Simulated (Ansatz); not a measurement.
Pair distribution function (total) of Ta (bcc), cell Ta54, with the crystal as the starting point [in the run: it stayed crystalline; mean temperature 2422 K (target 2470 K); density 15.40 g/cm³, volume +9 % from the start crystal's; mean pressure -1.0 GPa against a target of 0; one k-point, which a denser mesh shifts by 0.1 GPa in pressure and 0.05 eV/Å in forces], from MD at 2422 K. These are PBE (plane waves, PAW; Ansatz, a program for electronic structure) values and carry that method's errors. Volume per atom 19.51 Å³, mean pressure -1.0 GPa. 

(r (Å), g(r)): (1.94, 0.00); (1.98, 0.00); (2.02, 0.00); (2.06, 0.00); (2.10, 0.00); (2.14, 0.00); (2.18, 0.00); (2.22, 0.00); (2.26, 0.00); (2.30, 0.00); (2.34, 0.01); (2.38, 0.02); (2.42, 0.07); (2.46, 0.18); (2.50, 0.29); (2.54, 0.53); (2.58, 0.78); (2.62, 1.11); (2.66, 1.41); (2.70, 1.76); (2.74, 2.10); (2.78, 2.43); (2.82, 2.76); (2.86, 2.76); (2.90, 2.95); (2.94, 2.90); (2.98, 2.88); (3.02, 2.75); (3.06, 2.60); (3.10, 2.44); (3.14, 2.31); (3.18, 2.22); (3.22, 2.10); (3.26, 1.97); (3.30, 1.84); (3.34, 1.74); (3.38, 1.56); (3.42, 1.40); (3.46, 1.26); (3.50, 1.22); (3.54, 1.05); (3.58, 0.93); (3.62, 0.82); (3.66, 0.70); (3.70, 0.56); (3.74, 0.48); (3.78, 0.34); (3.82, 0.29); (3.86, 0.23); (3.90, 0.18); (3.94, 0.14); (3.98, 0.11); (4.02, 0.09); (4.06, 0.08); (4.10, 0.07); (4.14, 0.09); (4.18, 0.10); (4.22, 0.12); (4.26, 0.18); (4.30, 0.23); (4.34, 0.30); (4.38, 0.39); (4.42, 0.48); (4.46, 0.58); (4.50, 0.75); (4.54, 0.81); (4.58, 0.94); (4.62, 1.04); (4.66, 1.13); (4.70, 1.14); (4.74, 1.24); (4.78, 1.16); (4.82, 1.20); (4.86, 1.17); (4.90, 1.16); (4.94, 1.08); (4.98, 1.00); (5.02, 0.96); (5.06, 0.93)

From the above, determine where the first shell ends and the number of neighbours in it.

first minimum near 4.1 Å (g down to about 0.07); 14.0 neighbours in the shell, from n = 4πρ∫r²g(r)dr.
